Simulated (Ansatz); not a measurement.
L1₂ (Cu3Au-type) Al3Sc was calculated with LDA in Ansatz (PAW).

Numerical settings: plane-wave cutoff 520 eV, 14×14×14 k mesh, Fermi–Dirac smearing 0.05 eV, scalar-relativistic PAW data made under PBE.

Cell (relaxed at this level):

Space group Pm-3m (No. 221); a = b = c = 4.032 Å, α = β = γ = 90.00°

```
atom  site  symmetry       x       y       z
----  ----  --------  ------  ------  ------
Sc      1a      m-3m  0.0000  0.0000  0.0000
Al      3c    4/mm.m  0.0000  0.5000  0.5000
```

### Question
Estimate the bulk modulus B0 and pressure derivative B′ of the bulk modulus that the calculation returns.

### Answer

- bulk modulus B0: 96.4 GPa
- pressure derivative B′ of the bulk modulus: 4.1

The run finds no gap.

Measured, for comparison: bulk modulus 91.5 ± 1 GPa (298 K, not corrected to a static lattice, polycrystal; as tabulated in A Combined Experimental and First-Principles Based Assessment of …). Computed (rounded) less measured: bulk modulus +5 %. A static lattice is as a rule a little smaller and stiffer than an uncorrected measurement, which narrows the difference in the bulk modulus and would widen misses of the other sign.

Static lattice: no zero-point or thermal effects.

The result took around 90 core-seconds (rough).

Ansatz is an electronic-structure program.
